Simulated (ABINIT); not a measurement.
**Worked example: self-consistent single point of SrAg3Pd2 (P6/mmm, 6 atoms in the cell) in ABINIT**

Method of the run: PBEsol, PAW (JTH v2.0 PBE PAW, files made for PBE) (plane waves; ABINIT).

The input file:

```
# SrAg3Pd2, JTH v2.0 PBE PAW
pp_dirpath "./"
pseudos "Sr.GGA_PBE-JTH.xml, Ag.GGA_PBE-JTH.xml, Pd.GGA_PBE-JTH.xml"
acell 5.5485798644 5.5485798644 4.5561600000 Angstrom
rprim
         1.0000000000    0.0000000057    0.0000000000
        -0.5000000049    0.8660254009    0.0000000000
         0.0000000000    0.0000000000    1.0000000000
natom 6
ntypat 3
znucl 38 47 46
typat 1 2 2 2 3 3
xcart
         0.0000000000    0.0000000000    0.0000000000
         5.2426481621    0.0000000297    4.3049472900
         2.6213240553    4.5402665064    4.3049472900
        -2.6213241068    4.5402664766    4.3049472900
        -0.0000000343    6.0536886553    0.0000000000
         5.2426481450    3.0268443574    0.0000000000
ecut 48 Ry
pawecutdg 96 Ry
pawxcdev 0
ixc -116133
occopt 7
tsmear 0.00734986
nband 51
kptopt 1
ngkpt 6 6 6
nshiftk 1
shiftk 0 0 0
nstep 60
tolvrs 1.0e-11
prtwf 0
prtden 0
prtvol 1
```

Log, with long lists cut:

```
 Symmetries : space group P6/m m m (#191); Bravais hP (primitive hexag.)

 -outvars: echo values of preprocessed input variables --------
            acell      1.0485296370E+01  1.0485296370E+01  8.6098946176E+00 Bohr
             ecut      2.40000000E+01 Hartree
              ixc     -116133
         kptrlatt        6    0    0      0    6    0      0    0    6
          kptrlen      5.16593677E+01
            natom           6
            nband          51
            ngfft          48      48      40
          ngfftdg          72      72      54
             nkpt          28
            nstep          60
             nsym          24
           ntypat           3
           occopt           7
        pawecutdg      4.80000000E+01 Hartree
         pawxcdev           0
            rprim      1.0000000000E+00  5.7000000000E-09  0.0000000000E+00
                      -5.0000000490E-01  8.6602540090E-01  0.0000000000E+00
                       0.0000000000E+00  0.0000000000E+00  1.0000000000E+00
          spgroup         191
           tolvrs      1.00000000E-11
           tsmear      7.34986000E-03 Hartree
            typat      1  2  2  2  3  3
           useylm           1
             xred      0.0000000000E+00  0.0000000000E+00  0.0000000000E+00
                       5.0000000000E-01  0.0000000000E+00  5.0000000000E-01
                       5.0000000000E-01  5.0000000000E-01  5.0000000000E-01
                       0.0000000000E+00  5.0000000000E-01  5.0000000000E-01
                       3.3333333333E-01  6.6666666667E-01  0.0000000000E+00
                       6.6666666667E-01  3.3333333333E-01  0.0000000000E+00
            znucl       38.00000   47.00000   46.00000

== DATASET  1 ==================================================================

 Real(R)+Recip(G) space primitive vectors, cartesian coordinates (Bohr,Bohr^-1):
 R(1)= 10.4852964  0.0000001  0.0000000  G(1)=  0.0953716  0.0550628  0.0000000
 R(2)= -5.2426482  9.0805330  0.0000000  G(2)= -0.0000000  0.1101257  0.0000000
 R(3)=  0.0000000  0.0000000  8.6098946  G(3)=  0.0000000  0.0000000  0.1161454
 Unit cell volume ucvol=  8.1976597E+02 bohr^3
 Angles (23,13,12)=  9.00000000E+01  9.00000000E+01  1.20000000E+02 degrees

 Coarse grid specifications (used for wave-functions):

 getcut: wavevector=  0.0000  0.0000  0.0000  ngfft=  48  48  40
         ecut(hartree)=     24.000   => boxcut(ratio)=   2.07582

 Fine grid specifications (used for densities):

 getcut: wavevector=  0.0000  0.0000  0.0000  ngfft=  72  72  54
         ecut(hartree)=     48.000   => boxcut(ratio)=   2.01099

   1.86209757E+04                                ecore*ucvol(ha*bohr**3)

_setup2: Arith. and geom. avg. npw (full set) are    4602.579    4602.561

--- !BeginCycle
solver: {iscf: 17, nstep: 60, nline: 4, wfoptalg: 10, }
tolerances: {tolvrs: 1.00E-11, }
...

     iter   Etot(hartree)      deltaE(h)  residm     nres2
 ETOT  1  -379.71666358352    -3.797E+02 7.243E+01 4.292E+02
 ETOT  2  -404.33855494938    -2.462E+01 6.352E-02 2.971E+02
 ETOT  3  -403.58874982121     7.498E-01 5.251E-02 6.161E+01
 ETOT  4  -403.48424276768     1.045E-01 3.301E-02 2.525E+01
 ETOT  5  -403.44382935024     4.041E-02 5.742E-03 1.388E+01
 ETOT  6  -403.40723800824     3.659E-02 5.401E-03 5.742E+00
   [... 13 lines left out ...]
 ETOT 20  -403.38248515297     2.979E-11 4.373E-04 1.002E-08
 ETOT 21  -403.38248515295     1.495E-11 2.646E-04 1.217E-10
 ETOT 22  -403.38248515295    -2.103E-12 3.237E-04 1.055E-09
 ETOT 23  -403.38248515295     6.821E-13 2.264E-04 4.455E-11
 ETOT 24  -403.38248515296    -4.889E-12 2.081E-04 2.152E-12

 At SCF step   24       nres2   =  2.15E-12 < tolvrs=  1.00E-11 =>converged.

 Cartesian components of stress tensor (hartree/bohr^3)
  sigma(1 1)=  9.20083895E-05  sigma(3 2)=  0.00000000E+00
  sigma(2 2)=  9.20083917E-05  sigma(3 1)=  0.00000000E+00
  sigma(3 3)=  1.27014460E-04  sigma(2 1)= -1.16674322E-12

 ----iterations are completed or convergence reached----

 reduced coordinates (array xred) for    6 atoms
       0.000000000000      0.000000000000      0.000000000000
       0.500000000000      0.000000000000      0.500000000000
       0.500000000000      0.500000000000      0.500000000000
       0.000000000000      0.500000000000      0.500000000000
       0.333333333333      0.666666666667      0.000000000000
       0.666666666667      0.333333333333      0.000000000000
 cartesian forces (eV/Angstrom) at end:
    1     -0.00000000000000     0.00000000000000    -0.00000000000000
    2     -0.00000000000000     0.00000000000000    -0.00000000000000
    3     -0.00000000000000     0.00000000000000    -0.00000000000000
    4     -0.00000000000000     0.00000000000000    -0.00000000000000
    5     -0.00000000000000     0.00000000000000    -0.00000000000000
    6      0.00000000000000    -0.00000000000000    -0.00000000000000
 frms,max,avg= 3.8261313E-27 1.2706796E-26   0.000E+00  0.000E+00  0.000E+00 e/A
 length scales= 10.485296370160 10.485296370160  8.609894617608 bohr
              =  5.548579864400  5.548579864400  4.556160000000 angstroms
 Fermi (or HOMO) energy (hartree) =   0.20563   Average Vxc (hartree)=  -0.41291
 Eigenvalues (hartree) for nkpt=  28  k points:
 kpt#   1, nband= 51, wtk=  0.00463, kpt=  0.0000  0.0000  0.0000 (reduced coord)
  -2.86544   -2.86533   -1.61035   -1.61020   -1.60658   -1.60658   -1.60559   -1.60559
  -1.07733   -0.41989   -0.41756   -0.41756   -0.05121   -0.00409    0.00646    0.00646
   0.00928    0.01928    0.01984    0.01984    0.04582    0.04582    0.07135    0.07135
   0.07407    0.07777    0.07777    0.10322    0.11469    0.11469    0.11597    0.12327
   0.13252    0.13252    0.14685    0.14685    0.17535    0.17535    0.25804    0.25820
   0.25820    0.25838    0.29410    0.29410    0.29914    0.39087    0.39087    0.44366
   0.47446    0.47446    0.55118
      occupation numbers for kpt#   1
   2.00000    2.00000    2.00000    2.00000    2.00000    2.00000    2.00000    2.00000
   2.00000    2.00000    2.00000    2.00000    2.00000    2.00000    2.00000    2.00000
   2.00000    2.00000    2.00000    2.00000    2.00000    2.00000    2.00000    2.00000
   2.00000    2.00000    2.00000    2.00000    2.00000    2.00000    2.00000    2.00000
   2.00000    2.00000    2.00000    2.00000    2.00000    2.00000    0.00000    0.00000
   0.00000    0.00000    0.00000    0.00000    0.00000    0.00000    0.00000    0.00000
   0.00000    0.00000    0.00000
 prteigrs : prtvol=0 or 1, do not print more k-points.

--- !EnergyTerms
comment             : Components of total free energy in Hartree
kinetic             :  6.57672668442641E+01
hartree             :  8.47343318018633E+01
xc                  : -5.17507893822475E+01
Ewald energy        : -2.89429429920503E+02
psp_core            :  2.27149897092433E+01
local_psp           : -2.35862548760035E+02
spherical_terms     :  4.45307780564058E-01
internal            : -4.03380871926850E+02
'-kT*entropy'       : -1.61444478686203E-03
total_energy        : -4.03382486371637E+02
total_energy_eV     : -1.09765956790598E+04
...

-Cartesian components of stress tensor (GPa)         [Pressure= -3.0503E+00 GPa]
- sigma(1 1)=  2.70697982E+00  sigma(3 2)=  0.00000000E+00
- sigma(2 2)=  2.70697989E+00  sigma(3 1)=  0.00000000E+00
- sigma(3 3)=  3.73689381E+00  sigma(2 1)= -3.43267647E-08

 Calculation completed.
```

The run converged in 24 iterations.

The starting cell comes from a database of computed structures (which also holds hypothetical and non-ambient phases and stackings), without a prior relaxation at this level. Spin polarisation is off. The potentials were made for another functional than the one used. With a pressure of about -3 GPa the cell is away from its equilibrium volume at this level.

Cost on one core of a shared machine: roughly 8 min.
